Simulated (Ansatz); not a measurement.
# What uniaxial strain ε_yy = −5.68 % does to CdTe

Base system: CdTe in the zinc blende structure (space group F-43m, No. 216; a = 6.5576 Å). Axes: x, y, z lie along the cube axes.

Modification: the cell is compressed by 5.68 % along y with no lateral relaxation, atoms relaxed at fixed cell.

Method: Ansatz (an electronic-structure program) r2SCAN, no SOC. Settings: 9×9×9 k-points, 0.05 eV Fermi–Dirac smearing.

The volume per atom shrinks by 2.00 Å³ (35.25 Å³ → 33.25 Å³) and the space group changes from F-43m (No. 216) to I-4m2 (No. 119). The shortest interatomic distance decreases by 0.053 Å, from 2.840 Å to 2.787 Å and the energy goes up by 19 meV/atom. The pressure (mean of the normal stresses, compression positive) goes from zero to 2.63 GPa and the band gap rises by 0.06 eV (1.17 eV → 1.23 eV). The gap character is still direct at Γ and the electron mass changes from 0.090 mₑ (at Γ) to 0.097 mₑ (at Γ). The hole mass comes out as 0.099 mₑ along y, 0.48 mₑ across (at Γ) and the valence-band top at Γ (three highest levels, from the VBM) changes from 0.00, 0.00, 0.00 eV to 0.00, -0.18, -0.18 eV. The valley order (the lowest conduction-band minima on the path, energy above the VBM, named in the base's zone) goes from Γ 1.17 eV; L along ⟨111⟩ 2.20 eV to Γ 1.23 eV; L along [1-11] 2.12 eV; a point along [010], about 0.8 Å⁻¹ from Γ 2.49 eV and the stress (xx, yy, zz, yz, xz, xy; compression positive) amounts to (2.39, 3.12, 2.39, 0.00, 0.00, 0.00) GPa.

Final structure:

```
CdTe
1.0
    0.00000     3.09257     3.27881
    3.27881     0.00000     3.27881
    3.27881     3.09257     0.00000
Te Cd
1 1
Direct
  0.75000   0.75000   0.75000
  0.00000   0.00000   0.00000
```

Cost of the whole job for the changed cell (relaxation, final SCF and bands): around 2.2 core-minutes (rough).

Spin-orbit coupling, missing from the scalar runs, can matter with Te. Masses are band curvatures over ±0.01 Å⁻¹ around the edge. No phonon test of stability was made. k-point labels follow each cell's own Brillouin zone.
